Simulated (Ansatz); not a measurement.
1T (CdI2-type) MgI₂, treated with r²SCAN+SOC (Ansatz, a program for electronic structure, PAW).

Run with plane-wave cutoff 560 eV, 12×12×6 k mesh (along the axes of the cell as run), Fermi–Dirac smearing 0.01 eV, PAW data made under PBE.

Cell (measured lattice):

```yaml
crystal:
  lattice:
    - [-2.07685, -3.59721, 0.00000]
    - [-2.07685, 3.59721, 0.00000]
    - [0.00000, 0.00000, -6.86200]
  atoms:
    - { symbol: Mg, position: [0.00000, 0.00000, 0.00000] }
    - { symbol: I, position: [0.33333, 0.66667, 0.24237] }
    - { symbol: I, position: [0.66667, 0.33333, 0.75763] }
```

### Question
What does this level give for the band gap and smallest direct gap on the k points sampled?

### Answer

* **band gap**: 3.78 eV (indirect)
* **smallest direct gap on the k points sampled**: 4.20 eV

Note: cell and atoms aren't relaxed at this level (pressure 0.8 GPa).

The computed numbers hold no vibrational or temperature effects.
